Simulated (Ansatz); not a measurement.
**Converging shifted k-point meshes: KRuF6 (R3m, 8 atoms in the cell)**

```yaml
crystal:
  lattice:
    - [3.76183, 2.17189, 2.44616]
    - [-3.76183, 2.17189, 2.44616]
    - [0.00000, -4.34378, 2.44616]
  atoms:
    - { symbol: K, position: [0.50681, 0.50681, 0.50681] }
    - { symbol: Ru, position: [0.00000, 0.00000, 0.00000], spin: 2.0 }
    - { symbol: F, position: [0.26829, 0.26829, 0.91908] }
    - { symbol: F, position: [0.73171, 0.73171, 0.08092] }
    - { symbol: F, position: [0.91908, 0.26829, 0.26829] }
    - { symbol: F, position: [0.08092, 0.73171, 0.73171] }
    - { symbol: F, position: [0.26829, 0.91908, 0.26829] }
    - { symbol: F, position: [0.73171, 0.08092, 0.73171] }
```
(The spins are starting values, not results.)

Level of theory: PBEsol, default PAW files made with PBE (plane waves; Ansatz, a quantum-chemistry and plane-wave program).

Base settings: basis.ecutwfc = 420 eV; kpoints.mp_grid.grid = 5 5 5; hamiltonian.xc = pbesol; hamiltonian.pseudopotentials = {kind: paw} (the program's default PAW files); magnetization.spin_polarized = true; scf.occupations.method = fermi_dirac; scf.occupations.width = 0.01 eV.

In this ladder: kpoints.mp_grid.shift = 0.5 0.5 0.5.

Shifted meshes do not hold Γ, so a gap read on them misses any band edge there.

Only quantities that move along the ladder and can be compared are tabulated.

The count of work is k-points × plane waves × bands × iterations; it is no time. Core times come from one kind of shared machine, to one figure; runs under 30 s give none.

The starting cell comes from a database of computed structures (which also holds hypothetical and non-ambient phases and stackings), without a prior relaxation at this level. Its lattice was rescaled by up to half a per cent. One atom was moved a little off its site on purpose. With one magnetic atom in the cell only a parallel order is possible. Ansatz's pressure includes its estimate of the finite-basis (Pulay) stress.

Steps (kpoints.mp_grid.grid): 1 1 1; 2 2 2; 3 3 3; 4 4 4; 5 5 5; 6 6 6; 7 7 7; 8 8 8; 9 9 9; 10 10 10; 11 11 11; 12 12 12; 13 13 13; 15 15 15.

Problem. What is the coarsest kpoints.mp_grid.grid that holds the forces within 0.01 eV/Å of the last step, with all finer ones?

Solution. 2 2 2, at 0.0058 of the last step's count of work; the step before is off by 0.33 eV/Å.

Problem. What is the coarsest kpoints.mp_grid.grid that holds the pressure within 0.1 GPa of the last step, with all finer ones?

Solution. 2 2 2, at 0.0058 of the last step's count of work; the step before is off by 0.79 GPa.

Problem. What is the coarsest kpoints.mp_grid.grid that holds the free energy within 0.5 meV/atom of the last step, with all finer ones?

Solution. 3 3 3, at 0.017 of the last step's count of work; the step before is off by 1.2 meV/atom.

| kpoints.mp_grid.grid | free energy less the last step's (meV/atom) | pressure (GPa) | largest difference of a force vector from the last step's (eV/Å) | gap on the mesh (eV) | count of work / last | core time / last (rough) |
|---|---|---|---|---|---|---|
| 1 1 1 | 39.30 | -0.73 | 0.329 | 1.227 | 0.0029 | – |
| 2 2 2 | -1.25 | -1.54 | 0.006 | 1.386 | 0.0058 | – |
| 3 3 3 | -0.14 | -1.52 | 0.000 | 1.152 | 0.017 | – |
| 4 4 4 | -0.05 | -1.52 | 0.000 | 1.186 | 0.029 | – |
| 5 5 5 | -0.02 | -1.52 | 0.000 | 1.111 | 0.055 | – |
| 6 6 6 | -0.04 | -1.52 | 0.000 | 1.131 | 0.081 | 0.1 |
| 7 7 7 | 0.01 | -1.52 | 0.000 | 1.098 | 0.13 | 0.1 |
| 8 8 8 | 0.00 | -1.52 | 0.000 | 1.110 | 0.17 | 0.2 |
| 9 9 9 | 0.00 | -1.52 | 0.000 | 1.092 | 0.25 | 0.3 |
| 10 10 10 | 0.00 | -1.52 | 0.000 | 1.101 | 0.32 | 0.4 |
| 11 11 11 | -0.01 | -1.52 | 0.000 | 1.090 | 0.42 | 0.4 |
| 12 12 12 | 0.00 | -1.52 | 0.000 | 1.096 | 0.53 | 0.7 |
| 13 13 13 | 0.00 | -1.52 | 0.000 | 1.088 | 0.67 | 0.7 |
| 15 15 15 | 0.00 | -1.52 | 0.000 | 1.087 | 1.0 | 1 |

The gap on the mesh jumps up and down from mesh to mesh; it is no smooth measure of convergence.

Keys are those of Ansatz 0.2.
